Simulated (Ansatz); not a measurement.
The starting structures come from a database of crystals and need not be the phases stable at ambient conditions.

 Where the default PAW files enter, the runs use the earlier of Ansatz's two default sets.

Tunnelling through a barrier is set by its complex band structure: the current falls as exp(−2κd) with the smallest κ.

Input:

```
CuI
1.0
    4.36619     0.00000     0.00000
    0.00000     4.82403     0.14359
    0.00000     0.11497     4.82480
Cu I
2 2
Direct
  0.25000   0.58693   0.58693
  0.75000   0.41307   0.41307
  0.25000   0.21390   0.21390
  0.75000   0.78610   0.78610
```

Space group of this cell: Cmcm. The cell was relaxed by PBE-D3(BJ); by r2SCAN its mean pressure is 1.4 GPa.

Transport runs along the normal of the first two printed cell vectors.

The gap is the functional's own, uncorrected, and κ follows it; spin-orbit coupling is left out. Mid-gap values are interpolated between the computed energies.

**Question.** Estimate the band gap and the smallest decay constant κ at mid-gap that Ansatz (a first-principles code) with r2SCAN returns for this system.

**Answer.** Gap 1.29 eV on a 8×6×6 mesh; κ = 0.231 1/Å, at the zone centre.
